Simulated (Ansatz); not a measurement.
```
CELL_PARAMETERS angstrom
      4.15753     0.00000     0.00000
      0.00000     4.15753     0.00000
      0.00000     0.00000     4.15753
ATOMIC_POSITIONS crystal
  Ba 0.50000 0.50000 0.50000
  Hf 0.00000 0.00000 0.00000
  O  0.00000 0.50000 0.00000
  O  0.50000 0.00000 0.00000
  O  0.00000 0.00000 0.50000
```

Spin-orbit coupling is not included.

Task: Is this relaxed cell dynamically stable according to harmonic phonons (finite displacements on a 4×4×4 mesh, PBEsol in Ansatz, an electronic-structure program, k mesh 8×8×8)? If not, where is the strongest instability?

Result: No. The softest mode is 35i cm⁻¹ at q = (-0.500, -0.500, -0.500) in fractions of the reciprocal vectors of this cell, and 1 of the 64 wave vectors of the mesh carry a mode beyond 15i cm⁻¹.
